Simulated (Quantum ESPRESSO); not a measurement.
Converging the plane-wave cutoff: Au (Fm-3m, 1 atom in the cell)

```xyz
1
Lattice="0.0000 2.0339 2.0339 2.0339 0.0000 2.0339 2.0339 2.0339 0.0000" Properties=species:S:1:pos:R:3 pbc="T T T"
Au     0.0000     0.0000     0.0000
```

Level of theory: PBEsol, SSSP 1.1.2 efficiency (PBE) pseudopotentials (plane waves; Quantum ESPRESSO 7.5).

Base settings: ecutwfc = 60 Ry; occupations = smearing; smearing = fermi-dirac; degauss = 0.0073499 Ry; input_dft = pbesol; potentials = {Au: Au_ONCV_PBE-1.0.oncvpsp.upf}; K_POINTS = automatic 10 10 10 0 0 0; conv_thr = 1e-10 Ry; mixing_beta = 0.7.

The second cell is the first with its lattice scaled by 0.98.

The mesh stays at the base's, so the ladder's end is converged at best in this setting alone.

Only quantities that move along the ladder and can be compared are tabulated.

The count of work is k-points × plane waves × bands × iterations; it is no time. 

The starting cell has typed, rounded lattice constants, without a prior relaxation at this level. Its lattice was rescaled by up to half a per cent.

Steps (ecutwfc): 21 Ry; 24 Ry; 27 Ry; 30 Ry; 33 Ry; 36 Ry; 42 Ry; 48 Ry; 54 Ry; 60 Ry; 66 Ry; 72 Ry; 81 Ry; 90 Ry; 105 Ry; 120 Ry; 144 Ry.

What is the coarsest ecutwfc that holds the pressure within 0.5 GPa of the last step, with all finer ones?

48 Ry, at 0.19 of the last step's count of work; the step before is off by 3.4 GPa.

What is the coarsest ecutwfc that holds the free energy within 5 meV/atom of the last step, with all finer ones?

48 Ry, at 0.19 of the last step's count of work; the step before is off by 29 meV/atom.

What is the coarsest ecutwfc that holds the energy of the compressed cell less the first within 1 meV/atom of the last step, with all finer ones?

42 Ry, at 0.16 of the last step's count of work; the step before is off by 4.0 meV/atom.

```tsv
ecutwfc	free energy less the last step's (meV/atom)	energy of the compressed cell less the first (meV/atom)	pressure (GPa)	count of work / last
21 Ry	19561.95	58.11	-649.62	0.068
24 Ry	9424.92	-65.32	-369.79	0.093
27 Ry	4361.37	32.94	-200.16	0.099
30 Ry	1867.74	32.99	-101.28	0.13
33 Ry	750.85	51.76	-47.89	0.15
36 Ry	283.58	43.90	-21.00	0.15
42 Ry	28.88	47.35	-1.82	0.16
48 Ry	3.00	47.97	1.42	0.19
54 Ry	2.47	47.99	1.52	0.23
60 Ry	1.43	47.99	1.48	0.27
66 Ry	0.71	47.96	1.52	0.32
72 Ry	0.60	47.95	1.54	0.36
81 Ry	0.46	47.93	1.53	0.42
90 Ry	0.18	47.93	1.53	0.50
105 Ry	0.01	47.93	1.54	0.62
120 Ry	0.01	47.93	1.54	0.77
144 Ry	0.00	47.93	1.54	1.0
```

The energy difference between the two cells stays within 1 meV/atom of the last step's from 42 Ry on, the total only from 66 Ry on: much of the error is common to both cells and cancels.

Two neighbours can agree and both be off: 27 Ry and 30 Ry differ by 0.05 meV/atom in the energy of the compressed cell less the first, yet lie about 15 meV/atom from the last step.

At the lowest cutoff the pressure lies 651 GPa under the last step's, the usual sign of Pulay stress in an incomplete plane-wave basis.
